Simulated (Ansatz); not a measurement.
KCl: band gap against pressure

KCl (rock salt, Fm-3m, 30.411 Å³/atom and stress up to 0.01 GPa in the relaxed cell, cube axes along x, y and z) under hydrostatic pressure, with the cell free. PBEsol in Ansatz, a plane-wave DFT program (PAW, default set), 420 eV, 9×9×9 Γ-centred mesh, Fermi-Dirac smearing 0.05 eV; ions are relaxed, or left where forces stay under 0.02 eV/Å, within the symmetry of each cell. Gaps are the smallest over the k-mesh and a band path, without spin-orbit coupling; in all rows the valence edge lies at Γ and the conduction edge at Γ.

Here P stands for pressure and Eg for gap.

```csv
pressure (GPa),gap (eV)
-1.0,4.905
0.0,5.103
0.3,5.154
0.7,5.219
1.5,?
```

Fit Eg of the 4 rows that show it with a straight line. Means: P 0, Eg 5.0953. About the means, the sum of products is 0.29450 and the sum of squares of P is 1.5800; the slope is their ratio. Least squares gives Eg = 5.0953 + 0.18639·P. Residuals (row less fit): -0.0039, 0.0077, 0.0028, -0.0068; standard error 0.0080 (degrees of freedom: 2). Over these rows the gap moves by 186 ± 6 meV per GPa.

**Question.** Estimate the missing Eg (P = 1.5); what did the run itself give?

**Answer.** Eg = 5.0953 + 0.18639 × 1.5 = 5.3749 eV. The calculation gives 5.338 eV, 0.0369 eV below the prediction (8.5 % of the range of Eg in the table). The row lies outside the fitted rows, so this is an extrapolation. From the scatter of the fitted rows alone, a prediction at this place has a standard error of 0.0131 eV, so the miss is 2.8 times that.

A polynomial of degree 2 through the 5 other runs of the series gives 5.302 there. Other structures, which can take over under pressure, weren't tried. Rows are the converged runs of the series near zero and its far end, less any whose ions stayed unrelaxed beside relaxed ones; series whose fitted rows scatter by over a few per cent of the range, as at a crossing or softening among them, aren't shown in this form. Most that stay on the fit to the last digits aren't either.
